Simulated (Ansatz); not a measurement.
Where the default PAW files enter, the runs use the earlier of Ansatz's two default sets.

Data:

```
CELL_PARAMETERS angstrom
      3.99038     0.00000     0.00000
      0.00000     4.10266     0.00000
      0.00000     0.00000     3.99038
ATOMIC_POSITIONS crystal
  Ba 0.50000 0.41746 0.50000
  Ti 0.00000 0.89996 0.00000
  O  0.50000 0.93578 0.00000
  O  0.00000 0.93578 0.50000
  O  0.00000 0.45103 0.00000
```

Space group of this cell: P4mm. The cell is taken as given; by r2SCAN its mean pressure is -1.7 GPa.

Method: r2SCAN (plane waves, PAW; Ansatz, a quantum-chemistry and plane-wave program).

The current runs along the normal of the first two printed vectors; no spin-orbit coupling. Scaled by the factor s: both lengths across the current (ions clamped). Meshes 8×8×8 and 8×8 across the current in all rows.

| s | mean pressure (GPa) | band gap (eV) |
|---|---|---|
| 0.98 | 5.8 | 2.31 |
| 1.00 | -1.7 | 2.20 |
| 1.02 | -7.7 | ? |

Task: Take the slope of the band gap against ln s from the two given rows, extrapolate to s = 1.02, and say what the run there gives.

Result: Slope = (2.31 − 2.20) / ln 0.98 = -5.44 eV. The line gives 2.20 + (-5.44) × ln 1.02 = 2.09 eV. The run gives 2.09 eV, as the line does.
